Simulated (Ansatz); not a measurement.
The parent structure is BeTe in the zinc blende structure (space group F-43m, No. 216; a = 5.605 Å). Axes: x, y, z lie along the cube axes.

Perturbation: uniaxial stress, 2 GPa tension along z, with the cell and atoms free to relax against it.

Computed with PBEsol, PAW, 420 eV (Ansatz, a quantum-chemistry and plane-wave program; no spin-orbit coupling), earlier PAW set.

Q: Give the band edges at the high-symmetry points of the new zone, measured from its valence-band maximum.

A: 
```json
[
 {"point": "Γ", "valence edge (eV)": "0.00", "conduction edge (eV)": "3.54"},
 {"point": "X", "valence edge (eV)": "-2.76", "conduction edge (eV)": "1.73"},
 {"point": "P", "valence edge (eV)": "-3.29", "conduction edge (eV)": "4.91"},
 {"point": "N", "valence edge (eV)": "-1.05", "conduction edge (eV)": "2.95"},
 {"point": "M", "valence edge (eV)": "-2.57", "conduction edge (eV)": "1.95"},
 {"point": "S", "valence edge (eV)": "-2.10", "conduction edge (eV)": "2.80"},
 {"point": "S₀", "valence edge (eV)": "-2.10", "conduction edge (eV)": "2.80"},
 {"point": "R", "valence edge (eV)": "-3.32", "conduction edge (eV)": "4.90"},
 {"point": "G", "valence edge (eV)": "-3.32", "conduction edge (eV)": "4.90"}
]
```

The gap is 1.73 eV, indirect, Γ → X.

Spin-orbit coupling, missing from the scalar runs, can matter with Te. Load acts through the strain it causes; cell and atoms are relaxed under it. Beyond what the load breaks, stability against distortions was not tested. Labels are those of the standard path for the cell's own space group.
